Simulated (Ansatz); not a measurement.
**Response to strain in SiC**

Base system: SiC in the zinc blende structure (space group F-43m, No. 216).

```
CELL_PARAMETERS angstrom
      0.00000     2.16449     2.16449
      2.16449     0.00000     2.16449
      2.16449     2.16449     0.00000
ATOMIC_POSITIONS crystal
  Si 0.00000 0.00000 0.00000
  C  0.25000 0.25000 0.25000
```

Cartesian axes are those of the cell as printed.

Strains are applied to the cell and any free atomic positions relax.

Computed with LDA (Ansatz, a first-principles code, PAW, scalar-relativistic without spin-orbit coupling).

Notes on the quantities. energy relative to the base: free energy F.

```csv
case,band gap,energy relative to the base,smallest direct gap
base,1.30 eV,0 meV/atom,4.53 eV
tensor shear ε_xy = +0.57 %,1.24 eV,+1.0 meV/atom,4.42 eV
tensor shear ε_xy = +1.14 %,1.15 eV,+4.1 meV/atom,4.30 eV
tensor shear ε_xy = +1.71 %,1.06 eV,+9.3 meV/atom,4.15 eV
tensor shear ε_xy = +1.43 %,1.11 eV,+6.5 meV/atom,4.23 eV
tensor shear ε_xy = +0.86 %,1.20 eV,+2.4 meV/atom,4.36 eV
tensor shear ε_xy = +0.29 %,1.27 eV,+0.3 meV/atom,4.48 eV
tensor shear ε_xy = +2.00 %,1.01 eV,+13 meV/atom,4.08 eV
```

Stability against distortions was not tested.
